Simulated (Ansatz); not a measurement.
Consider NiSi (space group Pnma, No. 62; a = 5.1047 Å, b = 3.3601 Å, c = 5.5038 Å; non-magnetic). Axes: x, y, z lie along a, b, c of the conventional cell.

Computed with DFT with PBEsol, PAW potentials and a 420 eV plane-wave cutoff in Ansatz (a program for electronic structure), no spin-orbit coupling, earlier PAW set.

For the base:

The volume per atom comes out as 11.80 Å³ and the pressure is 0.0 GPa. The band gap comes out as zero.

The change: biaxial strain −1.05 %, plane normal [001], relaxed out of plane (Cartesian); in-plane vectors clamped, the third vector and the atoms free.

Estimate the effect on the volume per atom, pressure and band gap.

The volume per atom falls by 0.10 Å³, from 11.80 Å³ to 11.70 Å³; the pressure (mean of the normal stresses, compression positive) goes from zero to 2.1 GPa; the band gap stays zero.

No phonon test of stability was made. Seeded moments were not kept for the base. All final runs are without spin polarisation.
